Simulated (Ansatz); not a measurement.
**Migration barriers: N vacancy in zinc-blende BN, charge state -1**

Consider N vacancy in zinc-blende BN, charge state -1. These are PBE, PAW (plane waves to 420 eV; Ansatz, a first-principles code) values and carry that method's errors.

Cell of 64 host sites held at the relaxed PBE lattice; a 2×2×2 k-point mesh shifted by half a step; Fermi-Dirac width 0.01 eV, spin-restricted; finite-size errors left in. Static, classical nuclei. The charge state is imposed; whether it is stable for some Fermi level was not computed. Forms of the defect that were not tried may lie lower.

Barriers: single points on a 3×3×3 k-point mesh shifted by half a step at the bands' geometries.

```tsv
Route	Start site over the lowest site run (eV)	Hop (Å)	Forward barrier (eV)	Backward barrier (eV)	Neighbours at the start	Neighbours at the saddle	Saddle order	Forward, on the band's own sampling (eV)
a nearby N atom hops onto the vacant site	0.00	2.52	5.12	5.12	3 B at 1.55, B at 1.57 Å	B at 1.46, B at 1.56, B at 1.73, B at 1.90; N at 2.08 Å	inconclusive	5.13
```

Paths come from climbing-image nudged elastic band runs.
